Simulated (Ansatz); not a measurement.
The reference is GaS in the beta-GaS type structure (space group P6_3/mmc, No. 194; a = 3.5342 Å, c = 15.0389 Å; layered, stacked along the Cartesian z axis). Axes: x lies along a and z along c of the hexagonal cell.

Calculations: Ansatz (a quantum-chemistry and plane-wave program) PBEsol-D3(BJ), spin-orbit coupling left out.

For the base:

* **Pressure**: 0.00 GPa
* **Hole mass**: 0.13 mₑ along c, 2.0 mₑ across (at Γ)

Now apply this change: uniaxial strain ε_xx = −1.06 %, all other strain components held at zero; the atoms relax in the strained cell.

Problem. How does this affect the pressure and hole mass?

Solution. The pressure (mean of the normal stresses, compression positive) goes from zero to 0.62 GPa; the hole mass goes from 0.13 mₑ along c, 2.0 mₑ across (at Γ) to 2.3 mₑ along x, 2.0 mₑ along y, 0.13 mₑ along z (at Γ).

The levels and masses belong to the bands next to the band gap. Effective masses come from finite differences of ±0.01 Å⁻¹. Whether these cells are dynamically stable was not tested.
